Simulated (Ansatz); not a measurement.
# Effect of P → N on BP

Take BP in the zinc blende structure (space group F-43m, No. 216; a = 4.548 Å) as the base.

Now apply this change: N takes the place of P on all its sites, then cell and atoms are relaxed.

Method: PBE (Ansatz, a program for electronic structure; PAW; 420 eV plane waves; no spin-orbit coupling). Settings: 16×16×16 k-points, 0.05 eV Fermi–Dirac smearing, for the changed cell.

| quantity | base | changed | shift |
|---|---|---|---|
| volume per atom | 11.76 Å³ | 5.95 Å³ | -5.81 Å³ |
| density | 2.95 g/cm³ | 3.46 g/cm³ | +0.51 g/cm³ |
| lattice parameter a | 4.548 Å | 3.625 Å | -0.9238 Å |
| shortest interatomic distance | 1.970 Å | 1.570 Å | -0.400 Å |
| band gap | 1.25 eV | 4.46 eV | +3.21 eV |
| gap character | indirect, Γ → Γ–X (83 % along) | indirect, Γ → X | – |
| smallest direct gap | 3.39 eV | 8.79 eV | +5.40 eV |
| width of the top valence band | 5.43 eV | 6.45 eV | +1.02 eV |
| electron mass | 1.3 mₑ along k, 0.23 mₑ across (off the special points) | 0.91 mₑ along k, 0.30 mₑ across (at X) | – |
| hole mass (degenerate bands, along [100]) | 0.26, 0.26, 0.33 mₑ (at Γ) | 0.50, 0.53, 0.53 mₑ (at Γ) | – |

Masses are band curvatures over ±0.01 Å⁻¹ around the edge. Along k means along the line from Γ to the band edge. Stability against distortions was not tested.
